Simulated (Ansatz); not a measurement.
The structure below was relaxed with PBEsol (Ansatz, an electronic-structure program, PAW, scalar-relativistic without spin-orbit coupling).

```xyz
6
Lattice="4.9141 0.0000 0.0000 0.0000 4.9141 0.0000 0.0000 0.0000 3.0799" Properties=species:S:1:pos:R:3 pbc="T T T"
Ti     0.0000     0.0000     0.0000
Ti     2.4571     2.4571     1.5399
C      1.4501     1.4501     0.0000
C      3.9071     1.0070     1.5399
C      1.0070     3.9071     1.5399
C      3.4640     3.4640     0.0000
```

Find the space group and the Wyckoff positions.

Space group P4₂/mnm (No. 136); a = b = 4.914 Å, c = 3.080 Å, α = β = γ = 90.00°

```json
[
 {"atom": "Ti", "site": "2a", "symmetry": "m.mm", "x": "0.0000", "y": "0.0000", "z": "0.0000"},
 {"atom": "C", "site": "4f", "symmetry": "m.2m", "x": "0.2951", "y": "0.2951", "z": "0.0000"}
]
```

No phonon test of stability was made. All final runs are without spin polarisation. The cell was made from TiO2 by this change: O → C; the result is a hypothetical phase, not in the database extracts checked. TiC2 has a high density of states at the Fermi level and may be magnetic at this level.
